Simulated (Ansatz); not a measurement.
An Ansatz (an electronic-structure program) input (plane-wave PAW DFT at the PBEsol level (Ansatz, 420 eV), no spin-orbit coupling):

Ansatz 0.2 input:
```yaml
crystal:
  lattice:
    - [0, 2.8007472957, 2.8007472957]
    - [2.8007472957, 0, 2.8007472957]
    - [2.8007472957, 2.8007472957, 0]
  atoms:
    - { symbol: Cl, position: [0, 0, 0] }
    - { symbol: Na, position: [0.5, 0.5, 0.5] }
basis: { ecutwfc: 420, ecutrho_ratio: 4, xc_grid: 2, fft_grid_basis: typed }
kpoints: { mp_grid: { grid: [10, 10, 10] } }
hamiltonian:
  xc: pbesol
  dispersion: none
  pseudopotentials: { kind: paw }
scf: { occupations: { method: fermi_dirac, width: 0.05 }, convergence: { dr2_threshold: 0.0000000002 } }
output: { forces: true, stress: true }
```

Problem. Which symmetry and how many k-points will the program report, and about how many plane waves at Γ?

Solution. Space group Fm-3m (ITA 225) with 48 operations, k-points 47 of 1000, and 869 plane waves at Γ.

Stability against distortions was not tested. The cell is NaCl in the rock salt structure (space group Fm-3m, No. 225).
